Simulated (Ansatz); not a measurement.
The parent structure is CdSe in the zinc blende structure (space group F-43m, No. 216; a = 6.082 Å).

The change: every lattice vector is stretched by 1.46 %; the atoms relax in the strained cell.

Levels (all Ansatz, a quantum-chemistry and plane-wave program, PAW): PBEsol (420 eV, scalar-relativistic without spin-orbit coupling); r2SCAN (500 eV, no spin-orbit coupling); HSE06 (420 eV, scalar-relativistic without spin-orbit coupling).

At the geometry relaxed with PBEsol, these levels gave the following band gaps, in shuffled order: (a) 0.40 eV, (b) 1.44 eV, (c) 1.00 eV.

**Question.** Match each gap to its level.

**Answer.** (a) PBEsol; (b) HSE06; (c) r2SCAN.

Single points use the geometry relaxed with PBEsol. Stability against distortions was not tested.
